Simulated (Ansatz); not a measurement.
Base system: SiC in the zinc blende structure (space group F-43m, No. 216).

```
CELL_PARAMETERS angstrom
      0.00000     2.17817     2.17817
      2.17817     0.00000     2.17817
      2.17817     2.17817     0.00000
ATOMIC_POSITIONS crystal
  Si 0.00000 0.00000 0.00000
  C  0.25000 0.25000 0.25000
```

Cartesian axes are those of the cell as printed.

Computed with Kohn–Sham DFT with the r2SCAN functional, run in Ansatz (a program for electronic structure) with PAW and 500 eV plane waves, scalar-relativistic without spin-orbit coupling.

Strains are applied to the cell and any free atomic positions relax.

One change was made to it. Results:

```json
[
 {"quantity": "hole mass", "base": "–", "after": "0.38 mₑ along z, 0.56 mₑ across (at Γ)"},
 {"quantity": "valley order (the lowest conduction-band minima on the path, energy above the VBM, named in the base's zone)", "base": "X along ⟨100⟩ 1.71 eV", "after": "X along [001] 1.36 eV; X along [100] 1.66 eV"},
 {"quantity": "energy relative to the base (free energy F)", "base": "0 meV/atom", "after": "+12 meV/atom"},
 {"quantity": "pressure (mean of the normal stresses, compression positive)", "base": "0.00 GPa", "after": "7.27 GPa"}
]
```

Q: What was done to the base?
A) uniaxial strain ε_zz = −2.00 %
B) uniaxial strain ε_zz = −0.50 %
C) uniaxial strain ε_zz = −3.00 %

A: C, uniaxial strain ε_zz = −3.00 %. For comparison, the valley order in the other runs: uniaxial strain ε_zz = −0.50 % gives X along [001] 1.66 eV; X along [100] 1.70 eV; uniaxial strain ε_zz = −2.00 % gives X along [001] 1.48 eV; X along [100] 1.67 eV.

The levels and masses belong to the bands next to the band gap. Masses are band curvatures over ±0.01 Å⁻¹ around the edge. Stability against distortions was not tested.
